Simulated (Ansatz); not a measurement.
The structure below was relaxed with r2SCAN (Ansatz, an electronic-structure program; PAW; 500 eV plane waves; no spin-orbit coupling).

```yaml
crystal:
  lattice:
    - [2.45170, 1.41549, 4.20593]
    - [-2.45170, 1.41549, 4.20593]
    - [0.00000, -2.83098, 4.20593]
  atoms:
    - { symbol: Li, position: [0.70050, 0.70050, 0.70050] }
    - { symbol: Li, position: [0.20050, 0.20050, 0.20050] }
    - { symbol: Cu, position: [0.99111, 0.99111, 0.99111] }
    - { symbol: Cu, position: [0.49111, 0.49111, 0.49111] }
    - { symbol: O, position: [0.61500, 0.87289, 0.27021] }
    - { symbol: O, position: [0.87289, 0.27021, 0.61500] }
    - { symbol: O, position: [0.27021, 0.61500, 0.87289] }
    - { symbol: O, position: [0.77021, 0.37289, 0.11500] }
    - { symbol: O, position: [0.37289, 0.11500, 0.77021] }
    - { symbol: O, position: [0.11500, 0.77021, 0.37289] }
```

Task: Find the space group and the Wyckoff positions.

Result: Space group R3c, hexagonal axes (No. 161); a = 4.9034 Å, b = 4.9034 Å, c = 12.6178 Å, α = 90.00°, β = 90.00°, γ = 120.00°

```json
[
 {"atom": "Li", "site": "6a", "symmetry": "3.", "x": "0.0000", "y": "0.0000", "z": "0.2995"},
 {"atom": "Cu", "site": "6a", "symmetry": "3.", "x": "0.0000", "y": "0.0000", "z": "0.0089"},
 {"atom": "O", "site": "18b", "symmetry": "1", "x": "0.0465", "y": "0.3508", "z": "0.0806"}
]
```

A trial with spin polarisation found a lower state for one case, which could not be relaxed; the values given are those without spin. Whether these cells are dynamically stable was not tested. No Hubbard U is applied and the magnetic state is the run's own (LiCuO3 not spin-polarised); small cells can't hold the antiferromagnetic order that many such compounds have, so gaps and moments can be off. The final runs are not spin-polarised. The cell was made from LiNbO3 by this change: Nb → Cu; the result is a hypothetical phase, not in the database extracts checked.
